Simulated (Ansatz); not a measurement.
```
CELL_PARAMETERS angstrom
      3.85085     0.00000     0.00000
     -1.92543     3.33494     0.00000
      0.00000     0.00000     8.69026
ATOMIC_POSITIONS crystal
  Al 0.00000 0.50000 0.33333
  Al 0.50000 0.50000 0.66667
  Al 0.50000 0.00000 0.00000
  P  0.00000 0.50000 0.83333
  P  0.50000 0.50000 0.16667
  P  0.50000 0.00000 0.50000
```

No spin polarisation.

Hole doping at 1.0×10^22 cm⁻³ (1.12 per cell), with a uniform compensating background at fixed cell and a 300 K Fermi–Dirac width.

Method: Kohn–Sham DFT with the PBE functional, run in Ansatz (an electronic-structure program) with PAW and 420 eV plane waves, no SOC. Settings: 14×14×6 k-points, 0.0259 eV Fermi–Dirac smearing.

Question: What is the computed gap between the host's bands?

Answer: 1.17 eV.

Question: Predict the gap character.

Answer: Indirect, Γ → M.

Question: Estimate the Fermi level relative to the doped band's edge (positive inside the band; to 0.05 eV).

Answer: +0.80 eV.

Carriers are added with a uniform compensating background; total energy and stress of such cells depend on the potential's zero and are not compared; many-body gap narrowing is missing at this level. Whether these cells are dynamically stable was not tested. The cell was made from AlP (space group P6_422, No. 181; a hypothetical phase, not in the database extracts checked) by this change: holes 1.0×10^22 cm⁻³.
